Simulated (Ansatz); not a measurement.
Input and output of a self-consistent single point for a (001) slab of Ti2O (cut from a parent of space group no. 164; 6 atoms in the cell) (Ansatz, a program for electronic structure).

Method: LDA (PW92), default PAW files made with PBE (plane waves; Ansatz).

```
CELL_PARAMETERS angstrom
      2.94522     0.00000     0.00000
     -1.47261     2.55063     0.00000
      0.00000     0.00000    21.40360
ATOMIC_POSITIONS crystal
  Ti 0.33333 0.66667 0.32705
  Ti 0.66667 0.33333 0.44833
  O  0.00000 0.00000 0.38769
  Ti 0.33333 0.66667 0.55168
  Ti 0.66667 0.33333 0.67295
  O  0.00000 0.00000 0.61232
```

Reference input (self-consistent single point, DFT, LDA (PW92), plane waves, default PAW files made with PBE): basis.ecutwfc = 420 eV; kpoints.mp_grid.grid = 12 12 1; hamiltonian.xc = lda; hamiltonian.pseudopotentials = {kind: paw} (the program's default PAW files); scf.occupations.method = fermi_dirac; scf.occupations.width = 0.1 eV. This run's input differs from it in these lines:

Ansatz 0.2 input:
```diff
@@ -14,3 +14,3 @@
 basis:
-  ecutwfc: 420.0 eV
+  ecutwfc: 840.0 eV
 kpoints:
```

The program printed (abridged):

```
SCF iter   1: F=—  HF=-10915.510121 eV  |F-HF|=—  |Δ(HF+E_count)|=         —  Δρ=1.10e-2  dr2=2.44e0  ethr=1.77e-3  ⟨swp⟩=6.8  Hψ=3114  notcnv=0
all-band conjugate gradients solve this SCF's bands
preconditioner: auto → LDOS
SCF iter   2: F=—  HF=-10915.437132 eV  |F-HF|=—  |Δ(HF+E_count)|=   7.30e-2  Δρ=5.61e-3  dr2=1.55e-1  ethr=1.77e-3  ⟨swp⟩=2.5  Hψ=1020  notcnv=0
   [... lines left out ...]
SCF iter   5: F=—  HF=-10915.422294 eV  |F-HF|=—  |Δ(HF+E_count)|=   1.27e-4  Δρ=1.98e-4  dr2=6.66e-5  ethr=4.72e-7  ⟨swp⟩=2.8  Hψ=1230  notcnv=0
SCF iter   6: F=—  HF=-10915.422161 eV  |F-HF|=—  |Δ(HF+E_count)|=   1.33e-4  Δρ=5.44e-5  dr2=5.24e-6  ethr=1.11e-7  ⟨swp⟩=2.2  Hψ=1065  notcnv=0
SCF iter   7: F=—  HF=-10915.422163 eV  |F-HF|=—  |Δ(HF+E_count)|=   1.36e-6  Δρ=1.68e-5  dr2=3.26e-7  ethr=8.73e-9  ⟨swp⟩=3.3  Hψ=1317  notcnv=0
SCF iter   8: F=-10915.422163 eV  HF=-10915.422163 eV  |F-HF|=2.32e-9  |Δ(HF+E_count)|=   5.83e-8  Δρ=4.76e-6  dr2=3.48e-8  ethr=1.67e-10  ⟨swp⟩=10.2  Hψ=3305  notcnv=0
SCF 1 converged in 8 iterations: F = -10915.422163 eV  dr2 = 3.48e-8
Free energy (F): -10915.422163 eV
Internal energy: -10915.182236 eV  (E = F + TS)
E sigma→0 (E₀):  -10915.302199 eV
Entropy (-TS):   -0.239927 eV (-39.988 meV/atom)
Fermi energy:    4.253845 eV
--- Forces (eV/Å), atoms counted from 1 ---
  atom   1  Ti     0.00000000     0.00000000     0.83992330
  atom   2  Ti    -0.00000000     0.00000000    -0.89164490
  atom   3  O      0.00000000    -0.00000000     0.15938879
  atom   4  Ti     0.00000000    -0.00000000     0.89164490
  atom   5  Ti    -0.00000000     0.00000000    -0.83992330
  atom   6  O     -0.00000000     0.00000000    -0.15938879
--- Stress (GPa, compression-positive) ---
       -6.368430      -0.000000      -0.000000
       -0.000000      -6.368430      -0.000000
       -0.000000       0.000000      -4.995390
  P = ⅓ Tr σ = -5.9107 GPa (-59.107 kbar)
  The stress holds the Pulay correction. Without it, at fixed plane waves, as pw.x and ABINIT print it: P = -5.9180 GPa
```

The run converged in 8 iterations. Against the reference run the free energy drops by 4.2 meV/atom and the largest force stays at 0.892 eV/Å.

The starting cell comes from a database of computed structures (which also holds hypothetical and non-ambient phases and stackings), without a prior relaxation at this level. The slab is cut from that crystal, and its faces are unrelaxed. Its lattice was rescaled by up to half a per cent. Spin polarisation is off, so a magnetic state, if there is one, cannot be reached.
